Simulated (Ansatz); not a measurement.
Cell and atoms of amorphous Zr$_{20}$O$_{45}$Nb$_{2}$:

```xyz
67
Lattice="9.5083 0.2768 0.1145 0.2768 9.5923 0.0300 0.1145 0.0300 9.5066" Properties=species:S:1:pos:R:3 pbc="T T T"
Zr     9.1777     0.4569     4.6145
Zr     3.8505     5.6525     5.5722
Zr     5.7782     9.0519     6.1480
Zr     9.0719     5.8858     0.7534
Zr     7.0571     5.7445     6.5880
Zr     7.1708     8.9130     2.4325
Zr     5.9670     2.1146     4.0160
Zr     5.2901     2.7640     7.2271
Zr     1.1167     9.1230     1.0610
Zr     2.8510     2.4584     4.9480
Zr     4.4922     8.9010     0.2156
Zr     2.4241     8.8007     6.6157
Zr     0.4172     6.2513     3.9315
Zr     3.5803     5.4132     9.0172
Zr     2.2414     2.0344     8.7486
Zr     8.1766     9.1663     8.3257
Zr     9.3808     2.8830     2.5635
Zr     4.7370     2.9130     1.3004
Zr     8.1271     3.1158     8.6315
Zr     0.9467     4.9494     7.1125
O      3.4099     3.4593     7.6622
O      8.4317     5.4731     8.3465
O      2.1162     4.3145     5.4334
O      6.1166     6.0368     4.7995
O      4.3844     8.8039     7.6438
O      1.9852     9.2649     4.4247
O      9.7029     9.3120     6.6100
O      2.6177     6.3068     7.2100
O      7.4203     6.6305     2.0959
O      3.5286     7.1742     0.2587
O      6.4907     0.8492     7.3698
O      6.5534     8.7942     0.3255
O      5.1325     5.5428     7.3911
O      6.0376     1.2272     2.1399
O      2.0554     6.8375     4.8738
O      3.9483     2.3756     3.1905
O      1.0755     2.1051     3.9781
O      4.1308     1.3940     9.3947
O      2.1186     9.4663     8.7531
O      8.0566     2.2726     4.1244
O      3.8850     6.0328     3.4346
O      2.9988     3.6165     0.6140
O      7.1393     3.6228     6.7893
O      1.3933     5.3819     9.1764
O      1.0875     1.7014     1.0349
O      4.7310     1.3804     5.6260
O      5.0122     5.1551     1.0809
O      8.6333     1.2278     9.0720
O      7.1575     7.7856     7.0129
O      0.6130     3.0779     7.7646
O      8.7970     8.1521     3.9527
O      6.8750     9.6530     4.4178
O      1.5246     7.3828     2.3713
O      4.7048     3.7408     5.3403
O      4.1105     8.1172     5.2293
O      9.1900     8.0394     0.3331
O      3.1056     9.2718     1.8916
O      2.3025     1.2056     6.5611
O      6.1135     3.1122     9.1290
O      8.8576     0.5486     2.4281
O      8.4103     3.8602     0.9327
O      9.0657     5.7841     5.7864
O      0.2535     4.7539     2.5551
O      5.2252     7.9764     2.6044
O      6.1667     3.9300     2.9214
Nb     3.1711     7.9552     3.3472
Nb     5.7763     5.7957     2.7146
```

Level of theory: PBE, scalar-relativistic without spin-orbit coupling (plane waves to 420 eV, PAW; Ansatz, an electronic-structure program).

A CHGNet melt-quench gave the starting glass, which DFT then relaxed. O atoms were pushed apart under 1.9 Å during the dynamics, to hinder bonds among them. The hot cell started wider than the set density and was brought back towards it in steps. It is the lowest in DFT energy of 2 quenches. It is a model cell: composition and starting density were chosen by hand, and all elements were melted together. No dispersion term was used. Its density started from a set value of 5.23 and ended at 5.23 g/cm³. The quench (nominally 300 K/ps over its main leg) was far faster than any real one, so the model tends to hold more defects than a real film. A cell of this size samples the disorder only roughly. The volume was held where the preparation left it and the shape relaxed, at a PBE pressure of -2.8 GPa (tension). Stress components on the final sampling reach 2.8 GPa.

Neighbours within Zr-Zr 3.41 Å, Zr-O 2.82 Å, Zr-Nb 3.27 Å, O-O 1.58 Å, O-Nb 2.53 Å, Nb-Nb 3.12 Å count as bonded. Two cations that share two anions don't count as bonded, nor two that share one unless they lie closer than Zr-Zr 3.32 Å, Zr-Nb 3.18 Å, Nb-Nb 3.04 Å.

Give the coordination numbers, mean bond lengths and angles.


```json
{
 "Mean coordination of Zr by anions": "6.65 (1 with 5, 8 with 6, 8 with 7, 3 with 8)",
 "Mean coordination of O": "3.24 (1 with 2, 32 with 3, 12 with 4)",
 "Mean coordination of Nb by anions": "6.50 (1 with 6, 1 with 7)",
 "Mean Zr-O bond": "2.197 Å (spread 0.168 Å, 133 counted)",
 "Mean O-Nb bond": "2.059 Å (spread 0.106 Å, 13 counted)",
 "Bond angle at Zr": "mean 101.9°, spread 30.2°",
 "Bond angle at O": "mean 112.9°, spread 18.2°",
 "Bond angle at Nb": "mean 102.3°, spread 29.7°"
}
```

List the pairs of like atoms that count as bonded by the rules above.

There are none by these rules.
